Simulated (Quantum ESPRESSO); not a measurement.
# Several settings converged on TiTc (P4mm, 2 atoms in the cell)

```
TiTc
1.0
    3.10375     0.00000     0.00000
    0.00000     3.10375     0.00000
    0.00000     0.00000     3.10375
Ti Tc
1 1
Direct
  0.50000   0.50000   0.51611
  0.00000   0.00000   0.00000
```

Base method: PBEsol, GBRV 1.5 ultrasoft (PBESOL) pseudopotentials (plane waves; Quantum ESPRESSO 7.5).

Base settings: ecutwfc = 50 Ry; ecutrho = 400 Ry; occupations = smearing; smearing = fd; degauss = 0.0073499 Ry; potentials = {Ti: ti_pbesol_v1.4.uspp.F.UPF, Tc: tc_pbesol_v1.uspp.F.UPF}; K_POINTS = automatic 7 7 7 0 0 0; conv_thr = 1e-09 Ry; mixing_beta = 0.3.

The count of work is k-points × plane waves × bands × iterations; it is no time. Core times come from one kind of shared machine, to one figure; runs under 30 s give none.

**The k-point mesh**

The second cell is the first with its lattice scaled by 0.98.

Only quantities that move along the ladder and can be compared are tabulated.

| K_POINTS | free energy less the last step's (meV/atom) | energy of the compressed cell less the first (meV/atom) | pressure (GPa) | largest difference of a force vector from the last step's (eV/Å) | count of work / last | core time / last (rough) |
|---|---|---|---|---|---|---|
| automatic 2 2 2 0 0 0 | 590.36 | -20.34 | -9.43 | 0.459 | 0.027 | – |
| automatic 4 4 4 0 0 0 | -24.02 | -8.48 | -7.84 | 0.016 | 0.067 | – |
| automatic 6 6 6 0 0 0 | -11.38 | -3.00 | -7.05 | 0.018 | 0.17 | 0.4 |
| automatic 7 7 7 0 0 0 | 2.44 | -4.07 | -7.15 | 0.009 | 0.17 | 0.3 |
| automatic 9 9 9 0 0 0 | -3.27 | -3.77 | -7.16 | 0.003 | 0.26 | 0.4 |
| automatic 15 15 15 0 0 0 | 0.00 | -3.44 | -7.10 | 0.000 | 1.0 | 1 |

Coarsest K_POINTS that holds the forces within 0.01 eV/Å of the last step, with all finer ones: automatic 7 7 7 0 0 0, at 0.17 of the last step's count of work and about 0.3 of the last step's time; the step before is off by 0.018 eV/Å.

Coarsest K_POINTS that holds the free energy within 5 meV/atom: not settled: the last two steps still differ by 3.3 meV/atom, over half the tolerance, so the ladder does not show it.

Coarsest K_POINTS that holds the energy of the compressed cell less the first within 2 meV/atom of the last step, with all finer ones: automatic 6 6 6 0 0 0, at 0.17 of the last step's count of work and about 0.4 of the last step's time; the step before is off by 5.0 meV/atom.

**The k-point mesh at a smearing width of 0.05 eV**

In this ladder: degauss = 0.0036749 Ry.

The second cell is the first with its lattice scaled by 0.98.

Only quantities that move along the ladder and can be compared are tabulated.

| K_POINTS | free energy less the last step's (meV/atom) | energy of the compressed cell less the first (meV/atom) | pressure (GPa) | largest difference of a force vector from the last step's (eV/Å) | count of work / last | core time / last (rough) |
|---|---|---|---|---|---|---|
| automatic 4 4 4 0 0 0 | -17.69 | -8.63 | -7.86 | 0.014 | 0.086 | – |
| automatic 6 6 6 0 0 0 | -11.20 | -2.33 | -6.98 | 0.021 | 0.22 | 0.3 |
| automatic 8 8 8 0 0 0 | 6.34 | -4.56 | -7.22 | 0.006 | 0.34 | 0.4 |
| automatic 12 12 12 0 0 0 | -2.79 | -3.49 | -7.17 | 0.003 | 0.60 | 0.5 |
| automatic 14 14 14 0 0 0 | 0.00 | -4.01 | -7.21 | 0.000 | 1.0 | 1 |

Coarsest K_POINTS that holds the free energy within 5 meV/atom: not settled: the last two steps still differ by 2.8 meV/atom, over half the tolerance, so the ladder does not show it.

Coarsest K_POINTS that holds the energy of the compressed cell less the first within 2 meV/atom of the last step, with all finer ones: automatic 6 6 6 0 0 0, at 0.22 of the last step's count of work and about 0.3 of the last step's time; the step before is off by 4.6 meV/atom.

Coarsest K_POINTS that holds the pressure within 0.5 GPa of the last step, with all finer ones: automatic 6 6 6 0 0 0, at 0.22 of the last step's count of work and about 0.3 of the last step's time; the step before is off by 0.65 GPa.

**The SCF threshold**

The mesh stays at the base's, so the ladder's end is converged at best in this setting alone.

Only quantities that move along the ladder and can be compared are tabulated.

```csv
conv_thr,free energy less the last step's (meV/atom),largest difference of a force vector from the last step's (eV/Å),count of work / last
0.0073 Ry,4.74,0.017,0.30
7.3e-05 Ry,0.01,0.000,0.43
7.3e-07 Ry,0.00,0.000,0.57
1e-09 Ry,0.00,0.000,0.74
7.3e-14 Ry,0.00,0.000,1.0
```

Coarsest conv_thr that holds the forces within 0.01 eV/Å of the last step, with all finer ones: 7.3e-05 Ry, at 0.43 of the last step's count of work; the step before is off by 0.017 eV/Å.

Coarsest conv_thr that holds the free energy within 1 meV/atom of the last step, with all finer ones: 7.3e-05 Ry, at 0.43 of the last step's count of work; the step before is off by 4.7 meV/atom.

On the base run: the starting cell comes from a database of computed structures (which also holds hypothetical and non-ambient phases and stackings), without a prior relaxation at this level. Its lattice was rescaled by up to half a per cent. One atom was moved a little off its site on purpose. Spin polarisation is off. In the base run, with a pressure of about -7 GPa the cell is away from its equilibrium volume at this level.
